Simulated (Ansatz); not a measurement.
The reference is Al2Cu (space group I4/mcm, No. 140; a = 6.006 Å, c = 4.790 Å).

Method: Ansatz (a first-principles code), r2SCAN, PAW, cutoff 500 eV, scalar-relativistic without spin-orbit coupling.

Base values:

| Property | Value |
|---|---|
| Lattice parameter a | 11.349 bohr |

The change: cell and atoms relaxed at a pressure of 1.5 GPa.

Problem. Estimate the effect on the lattice parameter a.

Solution. The lattice parameter a shrinks by 0.0466 bohr, from 11.349 bohr to 11.303 bohr.

Load acts through the strain it causes; cell and atoms are relaxed under it. No phonon test of stability was made. The final runs are not spin-polarised.
